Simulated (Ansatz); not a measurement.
CsPbCl3: stress against strain

CsPbCl3 (cubic perovskite, Pm-3m, 35.477 Å³/atom at rest) under an equal strain ε in the (001) plane with the normal axis free, as in a coherent film. PBEsol in Ansatz, a plane-wave DFT program (PAW, default set), 420 eV, 6×6×6 Γ-centred mesh, Fermi-Dirac smearing 0.05 eV; ions are relaxed within the symmetry of each cell. Stress is positive for a compressed cell.

Here s stands for strain and y for stress xx.

```
strain (%)  stress xx (GPa)
----------  ---------------
-3.00                     ?
-1.20                  0.84
-0.60                  0.40
0.00                   0.00
0.60                  -0.37
1.20                  -0.72
```

The 5 complete rows are fitted with a straight line, y against s. Means: s 0, y 0.030. About the means, the sum of products is -2.3340 and the sum of squares of s is 3.6000; the slope is their ratio. Least squares gives y = 0.030 - 0.6483·s. Residuals (row less fit): 0.032, -0.019, -0.030, -0.011, 0.028; standard error 0.033 (degrees of freedom: 3). The slope gives the biaxial elastic modulus of this plane = 65 ± 1.7 GPa.

**Question.** What does the fit predict for y at s = -3.00, and how far is the calculated value from it?

**Answer.** y = 0.030 - 0.6483 × (-3.0) = 1.975 GPa. The calculation gives 2.37 GPa, 0.395 GPa above the prediction (12.8 % of the range of y in the table). The row lies outside the fitted rows, so this is an extrapolation. From the scatter of the fitted rows alone, a prediction at this place has a standard error of 0.063 GPa, so the miss is 6.3 times that.

One order more, fitted to all 11 runs of the series, follows each within 0.01, so the miss is the next term of a smooth law. The primitive cell can neither tilt nor turn polar against its symmetry, as such crystals can under strain. CsPbCl3 is here the ideal cubic form; the compound distorts at low or room temperature. Rows are the converged runs of the series near zero and its far end; series whose fitted rows scatter by over a few per cent of the range, as at a crossing or softening among them, aren't shown in this form. Most that stay on the fit to the last digits aren't either.
